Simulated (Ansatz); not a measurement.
The parent structure is Ni2Si (space group Pnma, No. 62; a = 4.916 Å, b = 3.698 Å, c = 7.008 Å; non-magnetic).

Level of theory: DFT with PBEsol, PAW potentials and a 420 eV plane-wave cutoff in Ansatz (a quantum-chemistry and plane-wave program), spin-orbit coupling left out.

One change was made to it. Results:

The volume per atom falls by 0.72 Å³ to 9.90 Å³; the band gap remains zero.

Question: Which of these changes matches the shifts?
A. pressure 18 GPa
B. pressure 9 GPa
C. pressure 1.8 GPa
D. pressure 4.2 GPa

Answer: A, pressure 18 GPa. For comparison, the volume per atom in the other runs: pressure 4.2 GPa gives 10.42 Å³; pressure 9 GPa gives 10.22 Å³; pressure 1.8 GPa gives 10.53 Å³.

Load acts through the strain it causes; cell and atoms are relaxed under it. No phonon test of stability was made. Competing high-pressure phases were not computed. Seeded moments were not kept for the base. All final runs are without spin polarisation.
